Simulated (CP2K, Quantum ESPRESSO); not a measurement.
A Quantum ESPRESSO input for a self-consistent single point of Yb (Fm-3m, 1 atom in the cell) (DFT, PBE, plane waves, SSSP 1.1.2 efficiency (PBE) pseudopotentials):

```fortran
&CONTROL
    calculation = 'scf'
    prefix = 'yb'
    outdir = './tmp'
    pseudo_dir = './'
    tprnfor = .true.
    tstress = .true.
/
&SYSTEM
    ibrav = 2
    A = 5.393668000
    nat = 1
    ntyp = 1
    ecutwfc = 50
    ecutrho = 400
    occupations = 'smearing'
    smearing = 'fd'
    degauss = 0.0073499
/
&ELECTRONS
    conv_thr = 1.0d-10
/
ATOMIC_SPECIES
Yb   173.0540  Yb.GGA-PBE-paw-v1.0.UPF
ATOMIC_POSITIONS {angstrom}
Yb    0.000000000    0.000000000    0.000000000
K_POINTS {automatic}
7 7 7  0 0 0
```

Task: Write the same calculation as an input for CP2K.

Result: This is the input that was run; spellings and numerical settings could be chosen otherwise.

```
&GLOBAL
  PROJECT run
  RUN_TYPE ENERGY_FORCE
  PRINT_LEVEL LOW
&END GLOBAL
&FORCE_EVAL
  METHOD Quickstep
  STRESS_TENSOR ANALYTICAL
  &DFT
    BASIS_SET_FILE_NAME BASIS_MOLOPT_UCL
    POTENTIAL_FILE_NAME GTH_POTENTIALS
    &QS
      METHOD GPW
      EPS_DEFAULT 1E-11
    &END QS
    &MGRID
      CUTOFF 800
      REL_CUTOFF 40
      NGRIDS 5
    &END MGRID
    &SCF
      SCF_GUESS ATOMIC
      EPS_SCF 1E-7
      MAX_SCF 100
      ADDED_MOS 5
      &DIAGONALIZATION
        ALGORITHM STANDARD
      &END DIAGONALIZATION
      &MIXING
        METHOD BROYDEN_MIXING
        ALPHA 0.2
        NBUFFER 8
        BETA 1.5
      &END MIXING
      &SMEAR ON
        METHOD FERMI_DIRAC
        ELECTRONIC_TEMPERATURE [K] 1160.45
      &END SMEAR
    &END SCF
    &KPOINTS
      SCHEME MONKHORST-PACK 7 7 7
    &END KPOINTS
    &XC
      &XC_FUNCTIONAL PBE
      &END XC_FUNCTIONAL
    &END XC
    &PRINT
      &MO
        EIGENVALUES T
        OCCUPATION_NUMBERS T
        NDIGITS 8
        FILENAME mo
        &EACH
          QS_SCF 0
        &END EACH
        ADD_LAST NUMERIC
      &END MO
      &MULLIKEN OFF
      &END MULLIKEN
    &END PRINT
  &END DFT
  &SUBSYS
    &CELL
      A 3.81389900 0.00000000 0.00000000
      B 1.90695000 3.30293400 0.00000000
      C 1.90695000 1.10097800 3.11403600
      PERIODIC XYZ
    &END CELL
    &COORD
      SCALED
      Yb       0.00000000     0.00000000     0.00000000
    &END COORD
    &KIND Yb
      BASIS_SET DZVP-MOLOPT-SR-GTH-q24
      POTENTIAL GTH-PBE-q24
    &END KIND
  &END SUBSYS
  &PRINT
    &FORCES ON
    &END FORCES
    &STRESS_TENSOR ON
    &END STRESS_TENSOR
  &END PRINT
&END FORCE_EVAL
```

Basis settings and potentials, where a program has them, do not carry over. This input uses DFT PBE, GPW, DZVP-MOLOPT-SR-GTH basis, GTH-PBE potentials (GTH_POTENTIALS). Both were run: pressure -2.24 GPa in Quantum ESPRESSO and -2.28 in CP2K.

On CP2K: the starting cell comes from a database of computed structures (which also holds hypothetical and non-ambient phases and stackings), without a prior relaxation at this level. Its lattice was rescaled by a random factor within 2.5 % of one. For this run, on top of that: lattice scaled by 0.98. Spin polarisation is off. Values carry the incompleteness of an atom-centred basis.

On Quantum ESPRESSO: the starting cell comes from a database of computed structures (which also holds hypothetical and non-ambient phases and stackings), without a prior relaxation at this level. Its lattice was rescaled by a random factor within 2.5 % of one. For this run, on top of that: lattice scaled by 0.98. Spin polarisation is off.
